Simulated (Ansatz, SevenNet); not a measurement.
Formation enthalpy of fluorite NiSi2 at several levels of theory

No measured value is used here.

```tsv
level (code)	value (eV/atom)
SevenNet-l3i5	-0.361
LDA (Ansatz)	-0.468
PBE (Ansatz)	-0.353
r²SCAN+rVV10 (Ansatz)	-0.366
r²SCAN0 (Ansatz)	-0.356
```

r²SCAN0: the run has no spin polarisation, so it can have missed a magnetic state. Each level is taken at its own relaxed cell. Ansatz's density-functional and Hartree–Fock values are scalar-relativistic unless marked +SOC, with PAW data made under PBE.

Machine-learned potentials (SevenNet-l3i5) are trained on DFT data: a solid inside that data is no test of them.

Ansatz is an electronic-structure program.
